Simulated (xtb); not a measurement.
xtb 6.7.1, GFN1-xTB: Cc1cc2sc(/C=C/c3ccc4c(c3)C(C)(C)c3ccccc3-4)cc2s1, 46 atoms. The geometry is a generated start, not checked to be a minimum at this level.

```json
{
  "run_flags": "--grad",
  "method": "GFN1-xTB",
  "--acc": "1 (default)",
  "--etemp (K)": "300 (default)",
  "basis_functions": "156",
  "valence_electrons": "128"
}
```

One run each on 1 thread. Values of broydamp tried: 0.02, 0.05, 0.1, 0.2, 0.4 (default), 0.6, 0.8, 1.

**Question.** Which value of broydamp needs the fewest SCC iterations, and what happens away from it?

**Answer.** Fewest SCC iterations, within one of each other: 0.2 with 12, 0.4 (default) with 11, 0.6 with 12. The count rises to 17 at 0.02. All converge to one solution.

```
broydamp       SCC iterations            end
-------------  --------------  -------------
0.02                       17  same solution
0.05                       16  same solution
0.1                        14  same solution
0.2                        12  same solution
0.4 (default)              11  same solution
0.6                        12  same solution
0.8                        13  same solution
1                          13  same solution
```
